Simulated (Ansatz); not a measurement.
Defect migration in wurtzite AlN: C-vacancy pair (C on one host N site, one N site vacant), neutral cell. The step: one N atom jumps into the vacancy from a nearby N site (C-vacancy distance between ideal sites 3.09 → 5.40 Å); the atom moves 3.07 Å along (-0.98, -0.98, 0.00) of the unit cell; the moving atom starts with neighbours Al at 1.89, Al at 1.90, Al at 1.92, Al at 1.93 Å and ends with Al at 1.87, Al at 1.88, Al at 1.92, Al at 1.95 Å. DFT values are from Ansatz (plane-wave PAW, 420 eV unless said) in a cell of 72 host sites, spin-restricted, static, with no finite-size correction. The charge state is imposed; whether it is stable for some Fermi level was not computed. Forms of the defect that were not tried may lie lower. The start lies 0.16 eV above the lowest site run (PBE). For the PBE band: the saddle point's order was not checked.

```csv
Level,Forward barrier (eV),Cost of the band or of the saddle's single point
"CHGNet universal potential (has no charge state), its own band",2.08,-
"PBE, the Γ point alone, band relaxed",3.83,around 2.8 core-minutes (rough)
"PBE, a 2×2×2 k-point mesh shifted by half a step along c, same geometries",4.28,around 40 core-seconds (rough)
"r2SCAN at 500 eV, the Γ point alone, same geometries",___,around 25 core-seconds (rough)
```

Problem. What belongs in the gaps?

Solution. 
- r2SCAN at 500 eV, the Γ point alone, same geometries, Forward barrier (eV): 4.29

Ansatz is a first-principles code.
